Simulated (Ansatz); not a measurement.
**Pressure series in NiGe**

Base system: NiGe (space group Pnma, No. 62; a = 5.408 Å, b = 3.473 Å, c = 5.847 Å; non-magnetic).

Cell and atoms are relaxed at each pressure.

Computed with PBE in Ansatz (plane waves to 420 eV, PAW, no spin-orbit coupling), earlier PAW set.

Notes on the quantities. enthalpy: H = E + PV relative to the base's energy.

| variant | enthalpy | volume per atom |
|---|---|---|
| base | – | 13.73 Å³ |
| pressure 3 GPa | +0.25 eV/atom | 13.44 Å³ |
| pressure 7 GPa | +0.59 eV/atom | 13.10 Å³ |
| pressure 15 GPa | +1.22 eV/atom | 12.54 Å³ |
| pressure 30 GPa | +2.36 eV/atom | [?] |

Task: Complete the table.

Result: 
- pressure 30 GPa, volume per atom: 11.76 Å³

Load acts through the strain it causes; cell and atoms are relaxed under it. Stability against distortions was not tested. Competing high-pressure phases were not computed. Seeded moments were not kept for the base. All final runs are without spin polarisation.

Ansatz is a quantum-chemistry and plane-wave program.
